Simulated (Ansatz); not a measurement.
Consider BAs in the zinc blende structure (space group F-43m, No. 216; a = 4.768 Å).

Modification: cell and atoms relaxed at a pressure of 9 GPa.

Levels (all Ansatz, an electronic-structure program, PAW): PBEsol (420 eV, scalar-relativistic without spin-orbit coupling); HSE06+SOC (420 eV, with spin-orbit coupling).

The geometry is relaxed with PBEsol.

* **PBEsol valence-band top at Γ**: 0.00, 0.00, 0.00 eV
* **PBEsol lowest conduction level above the VBM at special points**: X 1.26 eV; K 1.91 eV; U 1.91 eV; Γ 3.32 eV

Predict the valence-band top at Γ and lowest conduction level above the VBM at special points from HSE06+SOC.

The valence-band top at Γ (three highest Kramers pairs, from the VBM) becomes 0.00, 0.00, -0.23 eV (PBEsol: 0.00, 0.00, 0.00 eV); the lowest conduction level above the VBM at special points becomes X 1.91 eV; K 2.64 eV; U 2.64 eV; Γ 3.97 eV (PBEsol: X 1.26 eV; K 1.91 eV; U 1.91 eV; Γ 3.32 eV). The threefold valence maximum splits by Δso ≈ 0.23 eV.

Single points use the geometry relaxed with PBEsol. HSE06 gaps are upper bounds (no full band path). The spin-orbit shifts are approximate. The levels and masses belong to the bands next to the band gap. Load acts through the strain it causes; cell and atoms are relaxed under it. Stability against distortions was not tested. No other phases were tried under pressure.
